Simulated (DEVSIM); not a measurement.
Structure: illuminated Si n-on-p cell, one wavelength, at 400 K.

Layer 1 from the left is Si, thickness (μm) 0.830, Nd (cm⁻³) 8.7e18, τn (s) 5.4e-6, τp (s) 4.8e-5, absorption coefficient (cm⁻¹) 370. Layer 2 from the left is Si, thickness (μm) 71.0, Na (cm⁻³) 6.5e15, τn (s) 0.00032, τp (s) 0.00032, absorption coefficient (cm⁻¹) 370.

Left contact: ohmic, minority hole recombination velocity 1e6 cm/s. Right contact: ohmic, minority electron recombination velocity 60000 cm/s. Voltage is applied to the left contact. Recombination: SRH at mid-gap, radiative, Auger. Gap narrowing is on: ΔEg = 6.92 meV × (l + √(l² + 0.5)), l = ln(N/1.3e17 cm⁻³), shared equally by both band edges. Light enters at the left, 5.7e16 photons cm⁻² s⁻¹, one pass, no reflection. Mobility is constant in doping.

This is a model device: material constants are rounded textbook-type values typed into the input, and sizes, dopings and lifetimes were drawn at random. Values at 300 K; Nc and Nv go as T^1.5, mobilities as T to minus their exponent, the gap by Varshni's rule with the affinity fixed.

Si: gap (eV) 1.124, affinity (eV) 4.05, permittivity 11.7, Nc (cm⁻³) 2.86e19, Nv (cm⁻³) 3.1e19, μn (cm²/Vs) 1417, μp (cm²/Vs) 470, T exponent of μn 2.3, T exponent of μp 2.2, B (cm³/s) 4.7e-15, Cn (cm⁶/s) 2.8e-31, Cp (cm⁶/s) 9.9e-32, Varshni α (eV/K) 0.000473, Varshni β (K) 636.

DEVSIM, 1D drift-diffusion, Boltzmann statistics, complete ionisation; no tunnelling, impact ionisation, image-force lowering or self-heating.

Dark forward current:

| |V| (V) | |J| (A/cm²) |
|---|---|
| 0.05 | 9.905e-6 |
| 0.10 | 5.212e-5 |
| 0.15 | 0.0002321 |
| 0.20 | 0.0009994 |
| 0.25 | 0.004269 |
| 0.30 | 0.01817 |
| 0.35 | 0.07679 |
| 0.40 | 0.3158 |
| 0.45 | 1.196 |
| 0.50 | 3.840 |
| 0.55 | 10.05 |
| 0.60 | 21.86 |
| 0.65 | 41.07 |
| 0.70 | 69.15 |
| 0.75 | 107.2 |
| 0.80 | 156.1 |
| 0.85 | 216.4 |
| 0.90 | 288.7 |
| 0.95 | 373.4 |
| 1.00 | 470.6 |
| 1.05 | 580.7 |
| 1.10 | 703.8 |
| 1.15 | 840.1 |
| 1.20 | 989.5 |
| 1.25 | 1152 |
| 1.30 | 1328 |

Work out the local ideality factor n = ΔV / (kT/q · ln(J2/J1)) between the rows 0.15 and 0.20 V, 1.25 and 1.30 V.

kT/q = 34.47 mV. From 0.15 to 0.20 V: ln(0.0009994/0.0002321) = 1.460, n = 0.99, near the 1 of diffusion or emission over a barrier. From 1.25 to 1.30 V: ln(1328/1152) = 0.142, n = 10.20.

What current could the absorbed light give at most, and what share is collected?

Σ αd = 2.66, so qΦ(1 − exp(−Σ αd)) = 8.49 mA/cm². The simulated short-circuit current is 6.045 mA/cm², a share of 0.71.

Estimate the open-circuit voltage by superposition: the voltage at which the dark current equals that short-circuit current.

Interpolating ln J in the table gives 0.262 V. The simulation gives 0.262 V, the same within the digits that matter. Superposition holds where collection doesn't change with voltage.
